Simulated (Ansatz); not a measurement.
An Ansatz (a first-principles code) input (PBEsol in Ansatz (plane waves to 420 eV, PAW, no SOC)):

Ansatz 0.2 input:
```yaml
crystal:
  lattice:
    - [3.7749130164, 0, 0]
    - [0, 3.7749130164, 0]
    - [1.8874565082, -1.8874565082, 2.7509788349]
  atoms:
    - { symbol: Ag, position: [0, 0, 0] }
    - { symbol: Cl, position: [0.5, 0.5, 0] }
basis: { ecutwfc: 420, ecutrho_ratio: 4, xc_grid: 2, fft_grid_basis: typed }
kpoints: { mp_grid: { grid: [10, 10, 10] } }
hamiltonian:
  xc: pbesol
  dispersion: none
  pseudopotentials: { kind: paw }
scf: { occupations: { method: fermi_dirac, width: 0.05 } }
relax: { f_tol: 0.005, max_steps: 50, cell: { stress_tol: 0.01, fix: [a, b, gamma] } }
output: { forces: true, stress: true }
checkpoint: { write: state.ck, write_every: 1000 }
```

Task: Which symmetry and how many k-points will the program report, and about how many plane waves at Γ?

Result: Space group I4/mmm (ITA 139) with 16 operations, k-points 102 of 1000, and 749 plane waves at Γ.

Task: And the final pressure?

Result: 1.13 GPa (compression positive).

The cells carry an imposed strain or load. Stability against distortions was not tested. The cell was made from AgCl in the rock salt structure (space group Fm-3m, No. 225) by this change: biaxial strain −2.00 %, plane normal [001], relaxed out of plane.
